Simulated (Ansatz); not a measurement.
Ansatz (a program for electronic structure) run on NbC (Fm-3m, 2 atoms in the cell): relaxation of cell and atoms.

Method: PBE, harder PAW files (source: ansatz) (plane waves; Ansatz).

```
NbC
1.0
    0.00000     2.20648     2.20648
    2.20648     0.00000     2.20648
    2.20648     2.20648     0.00000
Nb C
1 1
Cartesian
  0.00000   0.00000   0.00000
  2.20648   2.20648   2.20648
```

Reference input (self-consistent single point, DFT, PBE, plane waves, harder PAW files (source: ansatz)): basis.ecutwfc = 820 eV; kpoints.mp_grid.grid = 17 17 17; hamiltonian.xc = pbe; hamiltonian.pseudopotentials = {kind: paw, source: ansatz}; scf.occupations.method = methfessel_paxton; scf.occupations.width = 0.136 eV. This run's input differs from it in these lines:

Ansatz 0.2 input:
```diff
@@ -10,3 +10,3 @@
 basis:
-  ecutwfc: 820.0 eV
+  ecutwfc: 1150.0 eV
 kpoints:
@@ -18,2 +18,4 @@
   occupations: { method: methfessel_paxton, width: 0.136 eV }
+relax:
+  cell: {}
 output:
```

Output (repeated stretches shortened):

```
   [... SCF lines of the steps left out ...]
relax step   1: F+E_penalty+E_count = -4813.72212016 eV  Δ(F+E_penalty+E_count) = +0.000e0 eV  max|allowed force component| = 3.254e-30 eV/Å  Δτ_max = 0.0000 Å  P = +16.139 GPa  Ω = 21.485 Å³  (7 SCF iters, dr2 threshold 1.00e-7 eV, accepted)
relax step   2: F+E_penalty+E_count = -4813.76587899 eV  Δ(F+E_penalty+E_count) = -4.376e-2 eV  max|allowed force component| = 1.683e-29 eV/Å  Δτ_max = 0.0000 Å  P = -5.574 GPa  Ω = 22.993 Å³  energy of the carried Pulay correction = -1.048e-5 eV  [...]
relax step   3: F+E_penalty+E_count = -4813.77362672 eV  Δ(F+E_penalty+E_count) = -7.748e-3 eV  max|allowed force component| = 1.709e-29 eV/Å  Δτ_max = 0.0000 Å  P = -0.443 GPa  Ω = 22.586 Å³  energy of the carried Pulay correction = -7.721e-6 eV  [...]
relax step   4: F+E_penalty+E_count = -4813.77367304 eV  Δ(F+E_penalty+E_count) = -4.632e-5 eV  max|allowed force component| = 3.090e-30 eV/Å  Δτ_max = 0.0000 Å  P = +0.014 GPa  Ω = 22.552 Å³  energy of the carried Pulay correction = -7.485e-6 eV  [...]
relax step   5: F+E_penalty+E_count = -4813.77368140 eV  Δ(F+E_penalty+E_count) = -8.367e-6 eV  max|allowed force component| = 3.583e-30 eV/Å  Δτ_max = 0.0000 Å  P = +0.015 GPa  Ω = 22.552 Å³  stress off target by 1.46e-2 GPa  SCF on the basis [...]
basis re-selected at this cell: Δ(F+E_penalty+E_count) = -8.367e-6 eV, ΔP = +0.000 GPa vs the last step
the relaxation is at rest under the 48 symmetry operations that the run kept from its start: a minimum is not shown …
Stability not checked (fill_not_monotonic)
Free energy (F): -4813.773681 eV
Internal energy: -4813.773916 eV  (E = F + TS)
   [... lines left out ...]
Fermi energy:    18.733519 eV
   [... lines left out ...]
to start a new deck from the relaxed geometry:
  cell:  # Å, volume = 22.5516 Å³
    - [1.3725658413612495e-33, 2.242415323989993, 2.242415323989993]
    - [2.242415323989993, 9.139823584006463e-34, 2.242415323989993]
    - [2.242415323989993, 2.242415323989993, -8.152595252632943e-34]
  atoms:
    - { symbol: Nb, position: [-6.81913889760726e-36, 9.092185196818468e-36, 2.1821244472380105e-35] }
    - { symbol: C, position: [0.5, 0.5, 0.5] }
```

The run converged. 

Summary of the result:
```
Property                                                                                                             Value
-----------------------------------------------  -------------------------------------------------------------------------
Free energy E − TS (on the zero of these files)                                                              -4813.7737 eV
Fermi level (on the code's own zero)                                                                              18.73 eV
Pressure                                                                                                          0.01 GPa
Final cell                                       a = 3.171 Å, b = 3.171 Å, c = 3.171 Å, α = 60.00°, β = 60.00°, γ = 60.00°
Final volume per atom                                                                                             11.28 Å³
Relaxation steps                                                                                                         5
```

The starting cell comes from a database of computed structures (which also holds hypothetical and non-ambient phases and stackings), without a prior relaxation at this level. Its lattice was rescaled by a random factor within 2.5 % of one. Spin polarisation is off. The relaxation keeps the symmetry of its start, so its end need not be a minimum. Ansatz's pressure includes its estimate of the finite-basis (Pulay) stress.
